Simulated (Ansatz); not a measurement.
System: BaCd2As2 (P-3m1, No. 164, 5 atoms in the cell; start mp-8281). Method: PBEsol in Ansatz (plane waves, PAW).

Settings: plane-wave cutoff 500 eV, 12×12×6 k mesh (along the axes of the cell as run), Fermi–Dirac smearing 0.05 eV, scalar-relativistic PAW data made under PBE.

Cell (relaxed at this level):

BaCd$_{2}$As$_{2}$ is taken in the trigonal space group P-3m1 (No. 164), Pearson symbol hP5. Lattice parameters: a = b = 4.497 Å, c = 7.601 Å, α = β = 90.00°, γ = 120.00°. Ba on 1a has 6 As at 3.269 Å and 6 Cd at 3.829 Å. Cd on 2d sees 4 As at 2.725–2.800 Å and 3 Cd at 3.261 Å and 3 Ba at 3.829 Å. As on 2d is surrounded by 4 Cd at 2.725–2.800 Å and 3 Ba at 3.269 Å. (Neighbours: up to the widest gap in distance over summed covalent radii, below 1.35, at either atom; cation-cation and far metal-metal contacts left out.)

Task: Estimate the band gap that the calculation returns.

Result: 
- band gap = 0.29 eV (on the SCF k mesh)

Note: the relaxation could not lower the start's symmetry, so the cell can be a saddle point above a distorted one.

Spin–orbit coupling is not included.

The computed numbers hold no vibrational or temperature effects.

A start named mp-… is a Materials Project structure, which need not be a measured phase.

Ansatz is a quantum-chemistry and plane-wave program.
